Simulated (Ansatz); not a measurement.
Where the default PAW files enter, the runs use the earlier of Ansatz's two default sets.

# Evanescent states of Cu$_{2}$O (Pn-3m, 6 atoms a cell, 12.8 Å³ an atom) along the normal of (110)

These are r2SCAN (plane waves, PAW; Ansatz, an electronic-structure program) values and carry that method's errors.

No gap correction and no spin-orbit coupling; mid-gap is the computed energy nearest the middle.

Energies count from the valence-band top; κ is the least over a 8×6 mesh across the current.

| E (eV) | κ (1/Å) | where |
|---|---|---|
| 0.03 | 0.039 | Γ |
| 0.09 | 0.066 | Γ |
| 0.15 | 0.083 | Γ |
| 0.21 | … | Γ |
| 0.27 | … | Γ |
| 0.33 | … | Γ |
| 0.39 | … | Γ |
| 0.45 | … | Γ |
| 0.51 | … | Γ |
| 0.57 | … | Γ |
| 0.63 | 0.130 | Γ |
| 0.69 | 0.131 | Γ |
| 0.75 | 0.096 | Γ |

Problem. Some entries are withheld; supply them.

Solution. 
- 0.21, κ (1/Å): 0.095
- 0.27, κ (1/Å): 0.105
- 0.33, κ (1/Å): 0.112
- 0.39, κ (1/Å): 0.118
- 0.45, κ (1/Å): 0.123
- 0.51, κ (1/Å): 0.126
- 0.57, κ (1/Å): 0.129
